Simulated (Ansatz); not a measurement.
Results of PBE0 (PAW; Ansatz, a program for electronic structure) for antifluorite Li2Se.

Total energies, extrapolated to zero smearing (they compare only within this program, potentials and cutoff):

| system | energy (eV/atom) |
|---|---|
| antifluorite Li2Se, relaxed | -1961.3801 |
| bcc Li | -204.7513 |
| trigonal Se | -5470.4237 |

Problem. Work out the enthalpy of formation per atom.

Solution. ΔH_f ≈ ΔE = -1961.3801 − [2 × (-204.7513) + 1 × (-5470.4237)]/3 = -1.405 eV/atom (0 K, no vibrations). The reference value is -1.45 eV/atom (measured, 298 K, no zero-point or thermal correction; as tabulated in Zhang et al. (2018), doi:10.1038/s41524-018-0065-z), a difference of +0.045 eV/atom.

The PAW data were made under PBE.
